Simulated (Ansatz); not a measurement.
We consider B12As2 (R-3m, No. 166, 14 atoms in the cell; start mp-624), described by dielectric-dependent PBEsol hybrid (plane waves, PAW; Ansatz, a first-principles code).

Numerical settings: plane-wave cutoff 460 eV, 4×4×4 k mesh, Fermi–Dirac smearing 0.01 eV, scalar-relativistic PAW data made under PBE.

Cell (relaxed with PBEsol):

```
CELL_PARAMETERS angstrom
      3.06126     1.76742     3.94763
     -3.06126     1.76742     3.94763
      0.00000    -3.53484     3.94763
ATOMIC_POSITIONS crystal
  B  0.01566 0.01566 0.32469
  B  0.98434 0.98434 0.67531
  B  0.32469 0.01566 0.01566
  B  0.67531 0.98434 0.98434
  B  0.01566 0.32469 0.01566
  B  0.98434 0.67531 0.98434
  B  0.82179 0.27259 0.82179
  B  0.17821 0.72741 0.17821
  B  0.82179 0.82179 0.27259
  B  0.17821 0.17821 0.72741
  B  0.27259 0.82179 0.82179
  B  0.72741 0.17821 0.17821
  As 0.60080 0.60080 0.60080
  As 0.39920 0.39920 0.39920
```

Task: Estimate the band gap, smallest direct gap on the k points sampled and Γ–Γ gap that the calculation returns.

Result: 
* **band gap**: 3.39 eV (indirect)
* **smallest direct gap on the k points sampled**: 3.51 eV
* **Γ–Γ gap**: 5.39 eV

Note: cell and atoms aren't relaxed at this level (largest force component 0.09 eV/Å, pressure -1.2 GPa).

Spin–orbit coupling is not included.

A start named mp-… is a Materials Project structure, which need not be a measured phase.
